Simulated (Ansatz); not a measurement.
BaO (P6₃/mmc, No. 194, 4 atoms in the cell; start mp-1008500; a measured phase of this formula has another space group) was calculated with LDA in Ansatz (plane waves, PAW).

Settings: plane-wave cutoff 520 eV, 12×12×6 k mesh (along the axes of the cell as run), Fermi–Dirac smearing 0.01 eV, scalar-relativistic PAW data made under PBE.

Cell (relaxed at this level):

```yaml
crystal:
  lattice:
    - [3.70338, 0.00000, 0.00000]
    - [-1.85169, 3.20722, 0.00000]
    - [0.00000, 0.00000, 6.47230]
  atoms:
    - { symbol: Ba, position: [0.33333, 0.66667, 0.25000] }
    - { symbol: Ba, position: [0.66667, 0.33333, 0.75000] }
    - { symbol: O, position: [0.00000, 0.00000, 0.50000] }
    - { symbol: O, position: [0.00000, 0.00000, 0.00000] }
```

Q: Give the computed band gap, direct gap at Γ and bulk modulus B0.

A: 
* **band gap**: 2.37 eV (on the SCF k mesh)
* **direct gap at Γ**: 3.45 eV
* **bulk modulus B0**: 84.2 GPa

Note: the relaxation could not lower the start's symmetry, so the cell can be a saddle point above a distorted one; the bulk modulus is −V dP/dV from two relaxed cells at ±2 % in volume.

Spin–orbit coupling is not included.

Static lattice: no zero-point or thermal effects.

A start named mp-… is a Materials Project structure, which need not be a measured phase.

Ansatz is an electronic-structure program.
